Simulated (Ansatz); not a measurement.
Base system: YN in the rock salt structure (space group Fm-3m, No. 225; a = 4.856 Å).

Perturbation: hydrostatic tension (pressure −1 GPa).

Levels (all Ansatz, a first-principles code, PAW): PBEsol (420 eV, no SOC); HSE06+SOC (420 eV, noncollinear with spin-orbit coupling).

The geometry is relaxed with PBEsol.

PBEsol band gap: 0.09 eV
PBEsol valence-band top at Γ: 0.00, 0.00, 0.00 eV

With HSE06+SOC at the same geometry, the band gap goes up by 0.95 eV (0.09 eV → 1.04 eV); the valence-band top at Γ (three highest Kramers pairs, from the VBM) becomes 0.00, 0.00, -0.07 eV (PBEsol: 0.00, 0.00, 0.00 eV). The threefold valence maximum splits by Δso ≈ 0.07 eV.

Single points use the geometry relaxed with PBEsol. The hybrid gap comes from the SCF mesh plus the semilocal run's edge points and a few special points and is an upper bound. The spin-orbit shifts are approximate. Load acts through the strain it causes; cell and atoms are relaxed under it. Whether these cells are dynamically stable was not tested. A zero or small gap of YN can be the functional's error rather than a property of the material.
